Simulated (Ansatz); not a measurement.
Worked example: self-consistent single point of Be5Pt (P1, 6 atoms in the cell) in Ansatz (a quantum-chemistry and plane-wave program).

Computed with PBEsol, default PAW files made with PBE (plane waves; Ansatz).

The change in words: lattice scaled by 0.98. Reference geometry:
```xyz
6
Lattice="0.0000 2.9813 2.9813 2.9813 0.0000 2.9813 2.9813 2.9813 0.0000" Properties=species:S:1:pos:R:3 pbc="T T T"
Be     1.5277     1.5001     1.5595
Be     2.1835     2.2605     3.7205
Be     2.2524     3.6781     2.1752
Be     3.7743     3.7407     3.6854
Be     3.7159     2.2118     2.2790
Pt    -0.0379     0.0246    -0.0037
```

Reference input (self-consistent single point, DFT, PBEsol, plane waves, default PAW files made with PBE): basis.ecutwfc = 420 eV; kpoints.mp_grid.grid = 5 5 5; hamiltonian.xc = pbesol; hamiltonian.pseudopotentials = {kind: paw} (the program's default PAW files); scf.occupations.method = fermi_dirac; scf.occupations.width = 0.136 eV. This run's input differs from it in these lines:

```diff
@@ -2,5 +2,5 @@
   lattice:
-    - [0.000000, 2.981300, 2.981300]
-    - [2.981300, 0.000000, 2.981300]
-    - [2.981300, 2.981300, 0.000000]
+    - [0.000000, 2.921674, 2.921674]
+    - [2.921674, 0.000000, 2.921674]
+    - [2.921674, 2.921674, 0.000000]
   atoms:
```

Output (repeated stretches shortened):

```
SCF iter   1: F=—  HF=-12838.268475 eV  |F-HF|=—  |Δ(HF+E_count)|=         —  Δρ=9.55e-3  dr2=4.48e-2  ethr=1.77e-3  ⟨swp⟩=5.0  Hψ=6207  notcnv=0  defer=3
all-band conjugate gradients solve this SCF's bands
preconditioner: auto → none
SCF iter   2: F=—  HF=-12838.254551 eV  |F-HF|=—  |Δ(HF+E_count)|=   1.39e-2  Δρ=2.67e-3  dr2=2.54e-3  ethr=1.60e-4  ⟨swp⟩=2.0  Hψ=2554  notcnv=0  defer=3
SCF iter   3: F=—  HF=-12838.253558 eV  |F-HF|=—  |Δ(HF+E_count)|=   9.93e-4  Δρ=6.73e-4  dr2=1.25e-4  ethr=9.07e-6  ⟨swp⟩=2.0  Hψ=1869  notcnv=0  defer=3
SCF iter   4: F=—  HF=-12838.253504 eV  |F-HF|=—  |Δ(HF+E_count)|=   5.45e-5  Δρ=6.99e-5  dr2=2.54e-6  ethr=4.47e-7  ⟨swp⟩=2.0  Hψ=1838  notcnv=0  defer=3
SCF iter   5: F=—  HF=-12838.253511 eV  |F-HF|=—  |Δ(HF+E_count)|=   6.91e-6  Δρ=1.83e-5  dr2=1.58e-7  ethr=9.07e-9  ⟨swp⟩=2.3  Hψ=1794  notcnv=0  defer=3
SCF iter   6: F=-12838.253511 eV  HF=-12838.253511 eV  |F-HF|=2.84e-9  |Δ(HF+E_count)|=   6.01e-8  Δρ=3.86e-6  dr2=4.46e-9  ethr=3.57e-10  ⟨swp⟩=5.0  Hψ=4126  notcnv=0
SCF 1 converged in 6 iterations: F = -12838.253511 eV  dr2 = 4.46e-9
Free energy (F): -12838.253511 eV
Internal energy: -12838.239897 eV  (E = F + TS)
E sigma→0 (E₀):  -12838.246704 eV
Entropy (-TS):   -0.013614 eV (-2.269 meV/atom)
Fermi energy:    13.819827 eV
--- Forces (eV/Å), atoms counted from 1 ---
  atom   1  Be    -0.23614043     0.00319425    -0.39091727
  atom   2  Be     0.53733062     0.32318956     0.08827630
  atom   3  Be    -0.08498632     0.49845921     0.57746012
  atom   4  Be    -0.99855731    -0.19927619     0.17676349
  atom   5  Be     0.14340428    -0.10572546    -0.29982386
  atom   6  Pt     0.63884468    -0.51974347    -0.15172040
--- Stress (GPa, compression-positive) ---
       10.750041      -0.569219      -0.420110
       -0.569219      10.100704       0.458565
       -0.420110       0.458565      10.356842
  P = ⅓ Tr σ = 10.4025 GPa (104.025 kbar)
  The stress holds the Pulay correction. Without it, at fixed plane waves, as pw.x and ABINIT print it: P = 10.3633 GPa
```

The run converged in 6 iterations. Against the reference run the free energy goes up by 14.2 meV/atom, the pressure goes from -1.07 to 10.40 GPa and the largest force goes from 0.870 to 1.033 eV/Å.

The starting cell comes from a database of computed structures (which also holds hypothetical and non-ambient phases and stackings), without a prior relaxation at this level. Its atoms were displaced at random from the sites of space group no. 216. For this run, on top of that: lattice scaled by 0.98. Spin polarisation is off. With a pressure of about 10 GPa the cell is away from its equilibrium volume at this level. Forces in this geometry exceed 1 eV/Å. Ansatz's pressure includes its estimate of the finite-basis (Pulay) stress.

Keys are those of Ansatz 0.2.
